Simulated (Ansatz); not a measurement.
Base system: ZrB2 (space group P6/mmm, No. 191; a = 3.1552 Å, c = 3.5062 Å; relaxed with 0.1 eV smearing). Axes: x lies along a and z along c of the hexagonal cell.

All numbers come from DFT with PBEsol, PAW potentials and a 420 eV plane-wave cutoff in Ansatz (an electronic-structure program), spin-orbit coupling left out.

Base values:

```
Item      Value
--------  -----
Band gap   zero
```

It is then changed as follows: a pure shear with ε_xz = ε_zx = 0.0143, atoms relaxed at fixed cell.

Question: What happens to the stress, energy relative to the base and band gap?

Answer: The stress (xx, yy, zz, yz, xz, xy; compression positive) amounts to (0.3, 0.1, 0.4, 0.0, -7.6, 0.0) GPa; the energy goes up by 6.9 meV/atom; the band gap remains zero.

The cells carry an imposed strain or load. No phonon test of stability was made. The final runs are not spin-polarised.
